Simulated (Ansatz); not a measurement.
System: GaAs (model structure, started from the BN type, Pm-3n, No. 223, 12 atoms in the cell). Method: r²SCAN+SOC (plane waves, PAW; Ansatz, a program for electronic structure).

Input file:

Ansatz 0.2 input:
```yaml
crystal:
  lattice:
    - [6.9836501701, 0.0, 0.0]
    - [0.0, 6.9836501701, 0.0]
    - [0.0, 0.0, 6.9836501701]
  atoms:
    - { symbol: Ga, position: [0.25, 0.0, 0.5] }
    - { symbol: Ga, position: [0.5, 0.25, 0.0] }
    - { symbol: Ga, position: [0.5, 0.75, 0.0] }
    - { symbol: Ga, position: [0.75, 0.0, 0.5] }
    - { symbol: Ga, position: [0.0, 0.5, 0.75] }
    - { symbol: Ga, position: [0.0, 0.5, 0.25] }
    - { symbol: As, position: [0.25, 0.5, 0.0] }
    - { symbol: As, position: [0.0, 0.25, 0.5] }
    - { symbol: As, position: [0.0, 0.75, 0.5] }
    - { symbol: As, position: [0.75, 0.5, 0.0] }
    - { symbol: As, position: [0.5, 0.0, 0.75] }
    - { symbol: As, position: [0.5, 0.0, 0.25] }
basis:
  ecutwfc: 560
  ecutrho_ratio: 4
  xc_grid: 3
kpoints:
  mp_grid: { grid: [4, 4, 4] }
hamiltonian:
  xc: r2scan
  dispersion: none
  pseudopotentials: { kind: paw }
scf:
  occupations: { method: fermi_dirac, width: 0.01 }
  convergence: { dr2_threshold: 0.0000000012 }
output:
  forces: true
  stress: true
  eigenvalues: true
magnetization:
  noncollinear: true
  spin_orbit: true
```

The run printed, among other lines:

```
Crystal: 12 atoms, lattice volume = 340.602 Å³
Basis set: ecut = 560 eV, 10251 PW (Γ), exchange–correlation on 162×162×162 points (27 copies of the dense FFT grid, shifted against one another)
Bands: 202, of which v1, the nominal top of the filled ones, is band 168 counted from 1 (167 counted from 0)
Symmetry: 48 space group operations + 48 with time reversal
k-points: 10 of 64
Initial density: superposition of atomic densities (chi_scale 0.1, normalization cell, long waves kept (reshape's long-wave potential 0.00 eV rms))
Functional: x = r2scan, c = r2scan; τ floored in thin density (d = 2e-4 eV/Å³)
spin=Noncollinear: Resta preconditioning applied to the charge; magnetization (m_x, m_y, m_z) channels mix plain (no charge-response kernel on spin).
SCF 1 converged in 11 iterations: F = -51899.217704 eV  dr2 = 2.90e-10
SCF converged after 11 iterations
Free energy (F): -51899.217704 eV
Internal energy: -51899.217704 eV  (E = F + TS)
E sigma→0 (E₀):  -51899.217704 eV
Fermi energy:    5.899588 eV
--- Stress (GPa, compression-positive) ---
        0.097783      -0.000000       0.000000
        0.000000       0.097783       0.000000
        0.000000       0.000000       0.097783
  P = ⅓ Tr σ = 0.0978 GPa (0.978 kbar)
```

The PAW data were made under PBE.

Note: the relaxation could raise the start's symmetry but not lower it, so the cell can be a saddle point.

A model structure was made by putting elements into a prototype or built by hand; it is no filed structure, need not be a known phase, and can be a saddle point held by its symmetry.
